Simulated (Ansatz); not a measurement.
## SnSe, response to strain

The reference is SnSe in the GeS type structure (space group Pnma, No. 62; layered, stacked along the Cartesian x axis).

```
CELL_PARAMETERS angstrom
     11.53579     0.00000     0.00000
      0.00000     4.12093     0.00000
      0.00000     0.00000     4.57816
ATOMIC_POSITIONS crystal
  Sn 0.11799 0.25000 0.11649
  Sn 0.38201 0.75000 0.61649
  Sn 0.88201 0.75000 0.88351
  Sn 0.61799 0.25000 0.38351
  Se 0.85352 0.25000 0.48533
  Se 0.64648 0.75000 0.98533
  Se 0.14648 0.75000 0.51467
  Se 0.35352 0.25000 0.01467
```

Cartesian axes are those of the cell as printed.

Strains are applied to the cell and any free atomic positions relax.

The values are results of plane-wave PAW DFT at the r2SCAN+rVV10 level (Ansatz, a first-principles code, 500 eV), without spin-orbit coupling, not measurements.

Task: Only one of these has no band gap. Which?
A. isotropic strain −5.03 %
B. uniaxial strain ε_xx = +5.99 %
C. strain tensor (xx, yy, zz, yz, xz, xy) = (+2.96, +1.38, −1.66, −1.01, +0.49, −0.24) %

Result: A, isotropic strain −5.03 %. Computed: strain tensor (xx, yy, zz, yz, xz, xy) = (+2.96, +1.38, −1.66, −1.01, +0.49, −0.24) %: 0.89 eV; uniaxial strain ε_xx = +5.99 %: 0.77 eV; isotropic strain −5.03 %: zero

The mesh was chosen for an insulator and is coarse for the gapless case. No phonon test of stability was made. The final runs are not spin-polarised. A zero or small gap of SnSe under isotropic strain −5.03 % can be the functional's error rather than a property of the material.
